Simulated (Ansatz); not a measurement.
Pair distribution function (C-Ti) of TiC (rock salt; ideal stoichiometry), cell Ti32C32, started from the crystal, held near 2 GPa [in the run: it stayed crystalline; mean temperature 293 K (target 300 K); density 4.89 g/cm³; one k-point, which a denser mesh shifts by -0.3 GPa in pressure and 0.09 eV/Å in forces], from MD at 293 K. Method: PBE (plane waves, PAW; Ansatz, a quantum-chemistry and plane-wave program). Volume per atom 10.17 Å³, mean pressure 2.1 GPa. 

```json
[
 {"r (Å)": "1.34", "g(r)": "0.00"},
 {"r (Å)": "1.38", "g(r)": "0.00"},
 {"r (Å)": "1.42", "g(r)": "0.00"},
 {"r (Å)": "1.46", "g(r)": "0.00"},
 {"r (Å)": "1.50", "g(r)": "0.00"},
 {"r (Å)": "1.54", "g(r)": "0.00"},
 {"r (Å)": "1.58", "g(r)": "0.00"},
 {"r (Å)": "1.62", "g(r)": "0.00"},
 {"r (Å)": "1.66", "g(r)": "0.00"},
 {"r (Å)": "1.70", "g(r)": "0.00"},
 {"r (Å)": "1.74", "g(r)": "0.00"},
 {"r (Å)": "1.78", "g(r)": "0.00"},
 {"r (Å)": "1.82", "g(r)": "0.00"},
 {"r (Å)": "1.86", "g(r)": "0.00"},
 {"r (Å)": "1.90", "g(r)": "0.00"},
 {"r (Å)": "1.94", "g(r)": "0.00"},
 {"r (Å)": "1.98", "g(r)": "0.03"},
 {"r (Å)": "2.02", "g(r)": "0.45"},
 {"r (Å)": "2.06", "g(r)": "2.50"},
 {"r (Å)": "2.10", "g(r)": "8.20"},
 {"r (Å)": "2.14", "g(r)": "13.5"},
 {"r (Å)": "2.18", "g(r)": "13.4"},
 {"r (Å)": "2.22", "g(r)": "8.69"},
 {"r (Å)": "2.26", "g(r)": "3.79"},
 {"r (Å)": "2.30", "g(r)": "0.98"},
 {"r (Å)": "2.34", "g(r)": "0.17"},
 {"r (Å)": "2.38", "g(r)": "0.02"},
 {"r (Å)": "2.42", "g(r)": "0.00"},
 {"r (Å)": "2.46", "g(r)": "0.00"},
 {"r (Å)": "2.50", "g(r)": "0.00"},
 {"r (Å)": "2.54", "g(r)": "0.00"},
 {"r (Å)": "2.58", "g(r)": "0.00"},
 {"r (Å)": "2.62", "g(r)": "0.00"},
 {"r (Å)": "2.66", "g(r)": "0.00"},
 {"r (Å)": "2.70", "g(r)": "0.00"},
 {"r (Å)": "2.74", "g(r)": "0.00"},
 {"r (Å)": "2.78", "g(r)": "0.00"},
 {"r (Å)": "2.82", "g(r)": "0.00"},
 {"r (Å)": "2.86", "g(r)": "0.00"},
 {"r (Å)": "2.90", "g(r)": "0.00"},
 {"r (Å)": "2.94", "g(r)": "0.00"},
 {"r (Å)": "2.98", "g(r)": "0.00"},
 {"r (Å)": "3.02", "g(r)": "0.00"},
 {"r (Å)": "3.06", "g(r)": "0.00"},
 {"r (Å)": "3.10", "g(r)": "0.00"},
 {"r (Å)": "3.14", "g(r)": "0.00"},
 {"r (Å)": "3.18", "g(r)": "0.00"},
 {"r (Å)": "3.22", "g(r)": "0.00"},
 {"r (Å)": "3.26", "g(r)": "0.00"},
 {"r (Å)": "3.30", "g(r)": "0.00"},
 {"r (Å)": "3.34", "g(r)": "0.00"},
 {"r (Å)": "3.38", "g(r)": "0.00"},
 {"r (Å)": "3.42", "g(r)": "0.00"},
 {"r (Å)": "3.46", "g(r)": "0.00"},
 {"r (Å)": "3.50", "g(r)": "0.00"},
 {"r (Å)": "3.54", "g(r)": "0.02"},
 {"r (Å)": "3.58", "g(r)": "0.13"},
 {"r (Å)": "3.62", "g(r)": "0.57"},
 {"r (Å)": "3.66", "g(r)": "2.03"},
 {"r (Å)": "3.70", "g(r)": "4.19"},
 {"r (Å)": "3.74", "g(r)": "5.91"},
 {"r (Å)": "3.78", "g(r)": "5.29"},
 {"r (Å)": "3.82", "g(r)": "3.20"},
 {"r (Å)": "3.86", "g(r)": "1.27"},
 {"r (Å)": "3.90", "g(r)": "0.32"},
 {"r (Å)": "3.94", "g(r)": "0.06"},
 {"r (Å)": "3.98", "g(r)": "0.01"},
 {"r (Å)": "4.02", "g(r)": "0.00"},
 {"r (Å)": "4.06", "g(r)": "0.00"},
 {"r (Å)": "4.10", "g(r)": "0.00"},
 {"r (Å)": "4.14", "g(r)": "0.00"},
 {"r (Å)": "4.18", "g(r)": "0.00"},
 {"r (Å)": "4.22", "g(r)": "0.00"},
 {"r (Å)": "4.26", "g(r)": "0.00"},
 {"r (Å)": "4.30", "g(r)": "0.00"}
]
```

Read off where the first shell ends and the number of neighbours in it.

g is nil from 2.4 to 3.5 Å, so any cut there serves; 6.0 Ti round each C and 6.0 C round each Ti in the shell, from n = 4πρ∫r²g(r)dr.
